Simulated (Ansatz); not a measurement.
Band structure of TaS2 (R-3m, 3 atoms in the cell).

```yaml
crystal:
  lattice:
    - [1.69172, 0.97671, 6.35141]
    - [-1.69172, 0.97671, 6.35141]
    - [0.00000, -1.95343, 6.35141]
  atoms:
    - { symbol: Ta, position: [0.00000, 0.00000, 0.00000] }
    - { symbol: S, position: [0.74613, 0.74613, 0.74613] }
    - { symbol: S, position: [0.25387, 0.25387, 0.25387] }
```

Method: PBEsol, PAW files made with PBE (plane waves; Ansatz, a program for electronic structure).

Settings: kpoints.mp_grid.grid = 8 8 8; hamiltonian.xc = pbesol; hamiltonian.pseudopotentials = {kind: paw} (the program's default PAW files); scf.occupations.method = gaussian; scf.occupations.width = 0.1 eV; kpoints.band_path.path = [[0.0, 0.0, 0.0], [0.5, 0.0, 0.0], [0.5, 0.18243202, -0.18243202]]; kpoints.band_path.npoints = 8.

The starting cell comes from a database of computed structures (which also holds hypothetical and non-ambient phases and stackings), without a prior relaxation at this level. Spin-orbit coupling is off. Spin polarisation is off; with an odd number of electrons in the cell that forces a metal, and a magnetic state may lie lower.

Levels in eV from the Fermi level, bands 9 to 16:
| point | 9 | 10 | 11 | 12 | 13 | 14 | 15 | 16 |
|---|---|---|---|---|---|---|---|---|
| Γ | -3.89 | -1.69 | -0.70 | -0.70 | 0.09 | 0.09 | 0.23 | 4.04 |
| L | -4.49 | -3.90 | -2.78 | -1.89 | -0.89 | 2.40 | 2.93 | 4.44 |
| B1 | -5.01 | -3.84 | -3.45 | -3.08 | 1.18 | 1.44 | 1.96 | 4.28 |

Bands cross the Fermi level along this path, so the cell is metallic at this level.

Keys are those of Ansatz 0.2.
